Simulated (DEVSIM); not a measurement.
System: isotype n-n heterojunction InP/In0.53Ga0.47As, at 350 K.

Layer 1 from the left is InP, thickness (μm) 0.500, Nd (cm⁻³) 1.6e16, τn (s) 4.2e-10, τp (s) 4.2e-10. Layer 2 from the left is In0.53Ga0.47As, thickness (μm) 0.320, Nd (cm⁻³) 3.1e14, τn (s) 4.2e-10, τp (s) 4.2e-10.

Left contact: ohmic. Right contact: ohmic. Voltage is applied to the left contact. Recombination: SRH at mid-gap, radiative. Mobility is μmin + (μ − μmin)/(1 + (N/Nref)^α).

This is a model device: material constants are rounded textbook-type values typed into the input, and sizes, dopings and lifetimes were drawn at random. Values at 300 K; Nc and Nv go as T^1.5, mobilities as T to minus their exponent, the gap by Varshni's rule with the affinity fixed.

InP: gap (eV) 1.344, affinity (eV) 4.38, permittivity 12.5, Nc (cm⁻³) 5.7e17, Nv (cm⁻³) 1.1e19, μn (cm²/Vs) 5200, μp (cm²/Vs) 170, μn,min 400, μp,min 10, Nref,n 3e17, Nref,p 4.9e17, αn 0.47, αp 0.62, T exponent of μn 2, T exponent of μp 2, B (cm³/s) 1.2e-10, Varshni α (eV/K) 0.000363, Varshni β (K) 162. In0.53Ga0.47As: gap (eV) 0.74, affinity (eV) 4.51, permittivity 13.9, Nc (cm⁻³) 2.1e17, Nv (cm⁻³) 7.7e18, μn (cm²/Vs) 12000, μp (cm²/Vs) 300, μn,min 300, μp,min 10, Nref,n 1.3e17, Nref,p 4.9e17, αn 0.48, αp 0.4, T exponent of μn 1.6, T exponent of μp 1.6, B (cm³/s) 9.6e-11, Varshni α (eV/K) 0.00035, Varshni β (K) 190.

Model (solved in DEVSIM): 1D drift-diffusion, Boltzmann statistics, complete ionisation; no tunnelling, impact ionisation, image-force lowering or self-heating. Band offsets follow the typed affinities; no thermionic-emission limit at abrupt steps, no polarisation charge.

Task: What does the simulation give for the potential step across the device at zero bias?

Result: potential step across the device at zero bias 0.219 V.
